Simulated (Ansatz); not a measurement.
Input:

```xyz
4
Lattice="2.5787 0.0000 0.0000 1.2894 2.2332 0.0000 0.0000 0.0000 6.6216" Properties=species:S:1:pos:R:3 pbc="T T T"
C      0.0000     0.0000     1.6554
C      0.0000     0.0000     4.9662
C      1.2894     0.7444     1.6554
C      2.5787     1.4888     4.9662
```

No spin polarisation.

Computed with Ansatz (a first-principles code), PBEsol-D3(BJ), PAW, cutoff 420 eV, without spin-orbit coupling. Γ-centred 15×15×5 mesh, Fermi–Dirac width 0.05 eV.

Q: Estimate the pressure (mean of the normal stresses, compression positive).

A: -33.9 GPa.

Q: Estimate the band gap.

A: Zero.

Q: Estimate the space group.

A: P6_3/mmc (No. 194).

The mesh was chosen for an insulator and is coarse for the gapless case. The cells carry an imposed strain or load. Whether these cells are dynamically stable was not tested. The cell was made from C in the graphite type structure (space group P6_3/mmc, No. 194; layered, stacked along the Cartesian z axis) by this change: biaxial strain +4.90 %, plane normal [001], relaxed out of plane.
